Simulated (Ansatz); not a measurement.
# Density of states at the Fermi level (states/eV per atom)

Cell A: Fe (bcc, Im-3m), 1 atom in the cell; spin state with PBE: net moment 2.2 μB a cell, k-point mesh 30×30×30 on the run's own vectors. Conventional cell: a = b = c = 2.8320 Å, α = β = γ = 90.00°.

Cell B: Co (hcp, P6₃/mmc), 2 atoms in the cell; spin state with PBE: parallel moments, net moment 3.2 μB a cell, k-point mesh 30×30×16 on the run's own vectors. Conventional cell: a = b = 2.4934 Å, c = 4.0372 Å, α = β = 90.00°, γ = 120.00°.

Cell C: Ni (fcc, Fm-3m), 1 atom in the cell; spin state with PBE: net moment 0.6 μB a cell, k-point mesh 30×30×30 on the run's own vectors. Conventional cell: a = b = c = 3.5206 Å, α = β = γ = 90.00°.

Plane-wave PAW calculations with Ansatz (a first-principles code), its default PAW set, cutoff 420 eV, 500 eV for r2SCAN. The structures are at rest with PBE; other levels are single points on them. Neutral cells; Fermi-Dirac smearing of at most 0.10 eV in the solids, energies taken to zero width. The lattices are those relaxed with PBE, so at other levels the solids can be strained, which adds to the spread. No search over spin orders was made beyond those shown. A dispersion term ran beside these levels; it doesn't touch the electrons. Cell A has a net moment of 2.6 μB with r2SCAN and 2.2 μB with PBE. Cell B has a net moment of 3.5 μB with r2SCAN and 3.2 μB with PBE. Both spins, broadened by a Gaussian of 0.2 eV on the run's mesh.

```csv
cell,PBE,r2SCAN
A,0.94,___
B,0.91,___
C,1.6,1.3
```

Q: Complete the blanks.

A: 
- A, r2SCAN: 0.71
- B, r2SCAN: 0.82
